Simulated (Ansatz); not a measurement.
**Convergence study of the k-point mesh for the (001) slab of P (cut from a parent of space group no. 166; 6 atoms in the cell)**

```
P
1.0
    3.46180     0.00000     0.00000
   -1.73090     2.99801     0.00000
    0.00000     0.00000    21.41602
P
6
Direct
  0.33333   0.66667   0.67314
  0.00000   0.00000   0.62001
  0.00000   0.00000   0.37999
  0.66667   0.33333   0.32686
  0.66667   0.33333   0.52656
  0.33333   0.66667   0.47344
```

Method: PBEsol, default PAW files made with PBE (plane waves; Ansatz, a program for electronic structure).

Base settings: basis.ecutwfc = 420 eV; kpoints.mp_grid.grid = 10 10 1; hamiltonian.xc = pbesol; hamiltonian.pseudopotentials = {kind: paw} (the program's default PAW files); scf.occupations.method = gaussian; scf.occupations.width = 0.1 eV.

Only quantities that move along the ladder and can be compared are tabulated.

The count of work is k-points × plane waves × bands × iterations; it is no time. 

The starting cell comes from a database of computed structures (which also holds hypothetical and non-ambient phases and stackings), without a prior relaxation at this level. The slab is cut from that crystal, and its faces are unrelaxed. Its lattice was rescaled by up to half a per cent. Spin polarisation is off, though cut faces can carry moments; the slab shows no gap.

Steps (kpoints.mp_grid.grid): 2 2 1; 3 3 1; 4 4 1; 5 5 1; 6 6 1; 7 7 1; 8 8 1; 9 9 1; 10 10 1; 11 11 1; 13 13 1; 15 15 1; 17 17 1; 20 20 1; 24 24 1; 28 28 1.

What is the coarsest kpoints.mp_grid.grid that holds the forces within 0.01 eV/Å of the last step, with all finer ones?

24 24 1; the step before is off by 0.021 eV/Å.

What is the coarsest kpoints.mp_grid.grid that holds the free energy within 2 meV/atom of the last step, with all finer ones?

11 11 1, at 0.20 of the last step's count of work; the step before is off by 2.7 meV/atom.

```tsv
kpoints.mp_grid.grid	free energy less the last step's (meV/atom)	largest difference of a force vector from the last step's (eV/Å)	count of work / last
2 2 1	582.34	1.157	0.036
3 3 1	33.63	0.416	0.043
4 4 1	-31.22	0.252	0.057
5 5 1	-21.43	0.091	0.062
6 6 1	-13.51	0.028	0.087
7 7 1	-8.01	0.086	0.10
8 8 1	-4.79	0.093	0.12
9 9 1	-3.78	0.065	0.15
10 10 1	-2.74	0.054	0.17
11 11 1	-1.63	0.029	0.20
13 13 1	-0.26	0.020	0.26
15 15 1	0.04	0.021	0.34
17 17 1	0.17	0.030	0.41
20 20 1	0.29	0.021	0.47
24 24 1	0.10	0.003	0.76
28 28 1	0.00	0.000	1.0
```

Keys are those of Ansatz 0.2.
